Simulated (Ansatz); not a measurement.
O on the 1x1 (110) surface of bcc V, one in a 2x2 cell: adsorption energies (eV for each) against ½ O2(g) in Ansatz (plane waves, PAW). Structures relaxed with PBE; the other functionals are single points on them, with slab and gas at the same level. No dispersion, zero-point or thermal terms. Rows are starts at which the adsorbate stayed.

Set-up: 17 atoms, 6.1 Å thick at the start under the adsorbate (thin: gaps and levels are the slab's own); mesh 6x6x1; 0.1 eV smearing; dipole correction on; 8 atoms held, the rest relaxed; each run with such symmetry as its start has; spin where the adsorbate may keep a moment, no spin-orbit, no U, no dispersion correction.

```
site                       PBE  RPBE  r2SCAN
-----------------------  -----  ----  ------
top V                    -2.94     …   -3.55
hollow V-V-V             -4.99     …   -5.45
bridge V-V (span 2.6 Å)  -4.33     …   -4.68
bridge V-V (span 3.0 Å)  -4.87     …   -5.29
```

Task: What belongs in the gaps?

Result: 
- top V, RPBE: -2.81
- hollow V-V-V, RPBE: -4.74
- bridge V-V (span 2.6 Å), RPBE: -4.11
- bridge V-V (span 3.0 Å), RPBE: -4.63

RPBE moves the energies by 0.21 eV on average against PBE and puts 'hollow V-V-V' lowest, as PBE does. r2SCAN moves the energies by -0.46 eV on average against PBE and puts 'hollow V-V-V' lowest, as PBE does.

Ansatz is an electronic-structure program.
